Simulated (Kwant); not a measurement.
Kwant, Hückel tight-binding model, one pz orbital an atom, one spin, coherent transport at 0 K. Conductance is in e²/h.

System: π system c1csc(c1)-c1cccs1 between two chain leads. The π system is taken as planar. Atoms are numbered from 0 in the order of the SMILES. Site energies (eV, carbon 0): [0.0, 0.0, -2.64, 0.0, 0.0, 0.0, 0.0, 0.0, 0.0, -2.64]. Bonds (i, j, β in eV): (0,1,-2.4) (1,2,-1.68) (2,3,-1.68) (3,4,-2.4) (3,5,-2.4) (5,6,-2.4) (6,7,-2.4) (7,8,-2.4) (8,9,-1.68) (4,0,-2.4) (9,5,-1.68). Leads: chains of hopping −3.6 eV, joined by −0.72 eV to atoms 0 and 7.

Site energies and bond integrals are typed Hückel values.

Sweep values stay those of the base run.

One input was changed, with this effect: transmission at E = 0 5.0e-5 → 0.0021.

Problem. Which change was it?
(A) contacts moved from atoms [0, 7] to [0, 4]
(B) contacts moved from atoms [0, 7] to [0, 6]
(C) contacts moved from atoms [0, 7] to [4, 6]
(D) contacts moved from atoms [0, 7] to [0, 1]
(E) contacts moved from atoms [0, 7] to [1, 4]
(F) contacts moved from atoms [0, 7] to [1, 6]

Solution. E, contacts moved from atoms [0, 7] to [1, 4]
